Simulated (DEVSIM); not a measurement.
Device: abrupt GaAs n-p junction, at 300 K.

Layer 1 from the left is GaAs, thickness (μm) 2.60, Nd (cm⁻³) 5.4e16, τn (s) 7.9e-9, τp (s) 7.9e-9. Layer 2 from the left is GaAs, thickness (μm) 8.80, Na (cm⁻³) 1.6e17, τn (s) 7.9e-9, τp (s) 7.9e-9.

Left contact: ohmic. Right contact: ohmic. Voltage is applied to the left contact. Recombination: SRH at mid-gap, Auger. Mobility is constant in doping.

This is a model device: material constants are rounded textbook-type values typed into the input, and sizes, dopings and lifetimes were drawn at random. Values at 300 K.

GaAs: gap (eV) 1.424, affinity (eV) 4.07, permittivity 12.9, Nc (cm⁻³) 4.7e17, Nv (cm⁻³) 9e18, μn (cm²/Vs) 8500, μp (cm²/Vs) 400, Cn (cm⁶/s) 1e-30, Cp (cm⁶/s) 1e-30.

Model (solved in DEVSIM): 1D drift-diffusion, Boltzmann statistics, complete ionisation; no tunnelling, impact ionisation, image-force lowering or self-heating.

Question: What does the simulation give for the potential step across the device at zero bias, the dark forward voltage at 100 A/cm², the largest field in the device at zero bias, the dark forward voltage at 1 A/cm²?

Answer: potential step across the device at zero bias 1.264 V; dark forward voltage at 100 A/cm² 1.174 V; largest field in the device at zero bias 120000 V/cm; dark forward voltage at 1 A/cm² 1.050 V.
